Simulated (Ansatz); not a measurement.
## SnO: pressure series

Start from SnO in the litharge type structure (space group P4/nmm, No. 129; a = 3.793 Å, c = 4.764 Å; layered, stacked along the Cartesian z axis).

Cell and atoms are relaxed at each pressure.

Level of theory: r2SCAN+rVV10 in Ansatz (plane waves to 500 eV, PAW, without spin-orbit coupling), earlier PAW set.

Notes on the quantities. enthalpy: H = E + PV relative to the base's energy.

```json
[
 {"change": "base", "band gap": "zero", "c/a ratio": "1.256", "enthalpy": "–", "shortest interatomic distance": "2.216 Å"},
 {"change": "pressure −2 GPa", "band gap": "0.79 eV", "c/a ratio": "1.368", "enthalpy": "-0.22 eV/atom", "shortest interatomic distance": "2.229 Å"},
 {"change": "pressure −1 GPa", "band gap": "0.26 eV", "c/a ratio": "1.289", "enthalpy": "-0.11 eV/atom", "shortest interatomic distance": "2.222 Å"},
 {"change": "pressure 0.9 GPa", "band gap": "zero", "c/a ratio": "1.237", "enthalpy": "+0.10 eV/atom", "shortest interatomic distance": "2.211 Å"},
 {"change": "pressure 2.1 GPa", "band gap": "zero", "c/a ratio": "1.220", "enthalpy": "+0.22 eV/atom", "shortest interatomic distance": "2.205 Å"},
 {"change": "pressure 4.5 GPa", "band gap": "zero", "c/a ratio": "1.200", "enthalpy": "+0.46 eV/atom", "shortest interatomic distance": "2.193 Å"},
 {"change": "pressure 9 GPa", "band gap": "zero", "c/a ratio": "1.180", "enthalpy": "+0.88 eV/atom", "shortest interatomic distance": "2.176 Å"},
 {"change": "pressure 15 GPa", "band gap": "zero", "c/a ratio": "1.164", "enthalpy": "+1.42 eV/atom", "shortest interatomic distance": "2.156 Å"},
 {"change": "pressure 22.5 GPa", "band gap": "zero", "c/a ratio": "1.153", "enthalpy": "+2.06 eV/atom", "shortest interatomic distance": "2.136 Å"},
 {"change": "pressure 30 GPa", "band gap": "zero", "c/a ratio": "1.143", "enthalpy": "+2.66 eV/atom", "shortest interatomic distance": "2.120 Å"}
]
```

The mesh was chosen for an insulator and is coarse for the gapless case. Load acts through the strain it causes; cell and atoms are relaxed under it. Stability against distortions was not tested. No other phases were tried under pressure. All final runs are without spin polarisation. A zero or small gap of SnO can be the functional's error rather than a property of the material.

Ansatz is a first-principles code.
